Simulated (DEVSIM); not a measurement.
Structure: Schottky contact on p-type Si, at 300 K.

```csv
layer (left to right),material,thickness (μm),Na (cm⁻³),τn (s),τp (s)
1,Si,1.60,1.6e16,5.8e-7,5.8e-7
```

Left contact: Schottky, work function 4.434 eV, emission velocity 2e6 cm/s. Right contact: ohmic. Voltage is applied to the left contact. Recombination: SRH at mid-gap, radiative. Mobility is μmin + (μ − μmin)/(1 + (N/Nref)^α).

Constants are typed, rounded textbook-type inputs, not results; the design itself was drawn at random and stands for no fabricated device. Values at 300 K; Nc and Nv go as T^1.5, mobilities as T to minus their exponent, the gap by Varshni's rule with the affinity fixed.

```csv
parameter,Si
gap (eV),1.124
affinity (eV),4.05
permittivity,11.7
Nc (cm⁻³),2.86e19
Nv (cm⁻³),3.1e19
μn (cm²/Vs),1417
μp (cm²/Vs),470
"μn,min",52
"μp,min",45
"Nref,n",9.7e16
"Nref,p",2.2e17
αn,0.68
αp,0.72
T exponent of μn,2.3
T exponent of μp,2.2
B (cm³/s),4.7e-15
Varshni α (eV/K),0.000473
Varshni β (K),636
```

Simulated with DEVSIM: 1D drift-diffusion, Boltzmann statistics, complete ionisation; no tunnelling, impact ionisation, image-force lowering or self-heating. Metal contacts follow the ideal Schottky-Mott rule: no Fermi-level pinning, no interface dipoles.

The temperature was swept, all else fixed.

```csv
temperature (K),potential step across the device at zero bias (V),largest field in the device at zero bias (V/cm),dark forward voltage at 100 A/cm² (V)
250,0.595,53000,0.527
300,0.544,51000,0.467
350,0.491,48000,0.404
400,0.437,45000,0.343
450,0.380,?,?
500,0.322,38000,0.216
```

**Question.** Complete the blanks.

**Answer.** 
- 450, largest field in the device at zero bias (V/cm): 41000
- 450, dark forward voltage at 100 A/cm² (V): 0.281
